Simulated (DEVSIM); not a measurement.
Device: illuminated Si n-on-p cell, one wavelength, at 300 K.

| layer (left to right) | material | thickness (μm) | Nd (cm⁻³) | Na (cm⁻³) | τn (s) | τp (s) | absorption coefficient (cm⁻¹) |
|---|---|---|---|---|---|---|---|
| 1 | Si | 0.0940 | 6.9e18 | - | 3.2e-6 | 5.4e-5 | 220 |
| 2 | Si | 24.0 | - | 2.5e16 | 8e-5 | 8e-5 | 220 |

Left contact: ohmic, minority hole recombination velocity 2e5 cm/s. Right contact: ohmic, minority electron recombination velocity 20000 cm/s. Voltage is applied to the left contact. Recombination: SRH at mid-gap, radiative, Auger. Light enters at the left, 8.6e17 photons cm⁻² s⁻¹, one pass, no reflection. Mobility is μmin + (μ − μmin)/(1 + (N/Nref)^α).

This is a model device: material constants are rounded textbook-type values typed into the input, and sizes, dopings and lifetimes were drawn at random. Values at 300 K.

```csv
parameter,Si
gap (eV),1.124
affinity (eV),4.05
permittivity,11.7
Nc (cm⁻³),2.86e19
Nv (cm⁻³),3.1e19
μn (cm²/Vs),1417
μp (cm²/Vs),470
"μn,min",52
"μp,min",45
"Nref,n",9.7e16
"Nref,p",2.2e17
αn,0.68
αp,0.72
B (cm³/s),4.7e-15
Cn (cm⁶/s),2.8e-31
Cp (cm⁶/s),9.9e-32
```

DEVSIM, 1D drift-diffusion, Boltzmann statistics, complete ionisation; no tunnelling, impact ionisation, image-force lowering or self-heating.

The photon flux was swept, all else fixed.

```csv
photon flux (cm^-2 s^-1),share of generated pairs collected at short circuit,largest power (mW/cm²),fill factor,short-circuit current (mA/cm²)
2.6e16,0.710,0.484,0.80,1.22
8.6e16,0.710,1.72,0.81,4.03
2.6e17,0.710,5.52,0.82,12.2
8.6e17,0.711,19.4,0.82,___
2.6e18,0.711,62.2,0.83,122
8.6e18,0.712,218,0.83,404
2.6e19,0.716,696,0.84,1230
```

Problem. Some entries are withheld; supply them.

Solution. 
- 8.6e17, short-circuit current (mA/cm²): 40.3
